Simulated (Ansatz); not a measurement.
A15 Mo₃Si, treated with r²SCAN (PAW; Ansatz, a program for electronic structure).

Settings: plane-wave cutoff 600 eV, 14×14×14 k mesh, Fermi–Dirac smearing 0.059 eV (set by the program), no spin polarisation, scalar-relativistic PAW data made under PBE.

Computed at the level's own relaxed cell.

Elastic tensor (GPa, Voigt notation, ions relaxed):

```
  497.5   147.9   147.9     0.0     0.0     0.0
  147.9   497.5   147.9     0.0     0.0     0.0
  147.9   147.9   497.5     0.0     0.0     0.0
    0.0     0.0     0.0   122.3     0.0     0.0
    0.0     0.0     0.0     0.0   122.3     0.0
    0.0     0.0     0.0     0.0     0.0   122.3
```

Task: Work out the Voigt, Reuss and Hill averages of the bulk and shear moduli, Young's modulus and Poisson's ratio from the printed constants.

Result: K_V = [C11 + C22 + C33 + 2(C12 + C13 + C23)]/9 = [1492.5 + 2 × 443.7]/9 = 264.4 GPa. G_V = [1492.5 − 443.7 + 3 × 366.9]/15 = 143.3 GPa. From the compliances S = C⁻¹, K_R = 264.4 and G_R = 139.0 GPa. Hill means: K = 264.4, G = 141.2 GPa. E = 9KG/(3K + G) = 360 GPa, ν = (3K − 2G)/(6K + 2G) = 0.27, K/G = 1.87.
